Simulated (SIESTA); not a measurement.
Band structure of Mg₂Cu (Ibam, 6 atoms in the cell).

```yaml
crystal:
  lattice:
    - [-3.19527, 3.20147, 2.59491]
    - [3.19527, -3.20147, 2.59491]
    - [3.19527, 3.20147, -2.59491]
  atoms:
    - { symbol: Mg, position: [0.66795, 0.83211, 0.50006] }
    - { symbol: Mg, position: [0.33205, 0.16789, 0.49994] }
    - { symbol: Mg, position: [0.83205, 0.33211, 0.16416] }
    - { symbol: Mg, position: [0.16795, 0.66789, 0.83584] }
    - { symbol: Cu, position: [0.75000, 0.75000, 0.00000] }
    - { symbol: Cu, position: [0.25000, 0.25000, 0.00000] }
```

Method of the run: GGA PBEsol, numerical atomic orbitals DZP, PseudoDojo PBEsol standard norm-conserving potentials (rewritten from UPF to PSML) in SIESTA 5.4.2.

Settings: XC.functional = GGA; XC.authors = PBEsol; potentials = PseudoDojo PBEsol standard; PAO.BasisSize = DZP; PAO.EnergyShift = 0.005 Ry; MeshCutoff = 400 Ry; kgrid.MonkhorstPack = 5 5 5; OccupationFunction = FD; ElectronicTemperature = 0.1 eV; MaxSCFIterations = 150; SCF.Mixer.Method = Pulay; SCF.Mixer.Weight = 0.25; SCF.Mixer.History = 8; SCF.DM.Tolerance = 1.0E-04.

The starting cell comes from a database of computed structures (which also holds hypothetical and non-ambient phases and stackings), without a prior relaxation at this level. Spin polarisation is off. Values carry the incompleteness of an atom-centred basis.

Levels in eV from the Fermi level, bands 36 to 41:
| point | 36 | 37 | 38 | 39 | 40 | 41 |
|---|---|---|---|---|---|---|
| Γ | -0.89 | -0.88 | -0.13 | -0.03 | 0.77 | 0.79 |
| X | -2.65 | -2.62 | -2.62 | -2.04 | 0.34 | 3.46 |
| L | -2.65 | -2.62 | -2.62 | -2.04 | 0.34 | 3.46 |
| T | -3.26 | -1.59 | -1.59 | -1.08 | -1.08 | 2.25 |
| W | -3.19 | -2.77 | -2.77 | 2.14 | 2.14 | 2.96 |
| R | -3.26 | -1.58 | -1.58 | -1.07 | -1.07 | 2.22 |
| X1 | -2.65 | -2.62 | -2.62 | -2.04 | 0.34 | 3.46 |
| Z | -2.67 | -2.67 | -2.24 | -2.10 | -0.99 | 4.50 |
| Y | -2.67 | -2.67 | -2.24 | -2.10 | -0.99 | 4.50 |
| S | -2.67 | -1.00 | -0.63 | 0.28 | 0.29 | 0.98 |
| L1 | -2.65 | -2.62 | -2.62 | -2.04 | 0.34 | 3.46 |
| Y1 | -2.67 | -2.67 | -2.24 | -2.10 | -0.99 | 4.50 |

Bands cross the Fermi level along this path, so the cell is metallic at this level.

Higher empty bands are left out: an atom-centred basis made for the valence describes them poorly.
